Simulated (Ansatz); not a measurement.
## TlCl in the NiAs type structure (space group P6_3/mmc, No. 194; a hypothetical phase, not in the database extracts checked)

```xyz
4
Lattice="4.3469 0.0000 0.0000 -2.1734 3.7645 0.0000 0.0000 0.0000 7.7256" Properties=species:S:1:pos:R:3 pbc="T T T"
Tl     0.0000     0.0000     0.0000
Tl     0.0000     0.0000     3.8628
Cl     0.0000     2.5097     1.9314
Cl     2.1734     1.2548     5.7942
```

Computed with PBEsol (Ansatz, an electronic-structure program), scalar-relativistic without spin-orbit coupling. Settings: 9×9×5 k-points, 0.05 eV Fermi–Dirac smearing.

Volume per atom: 31.60 Å³
Density: 6.30 g/cm³
Band gap: 1.77 eV, direct at Γ
Electron mass: 0.17 mₑ along c, 0.39 mₑ across
Hole mass: 0.21 mₑ along c, 0.58 mₑ across
Total energy: -6179.153 eV/atom (σ→0; compares only within this code and set-up)

With Tl present, leaving out spin-orbit coupling can change the band edges. Effective masses come from finite differences of ±0.01 Å⁻¹. No phonon test of stability was made.
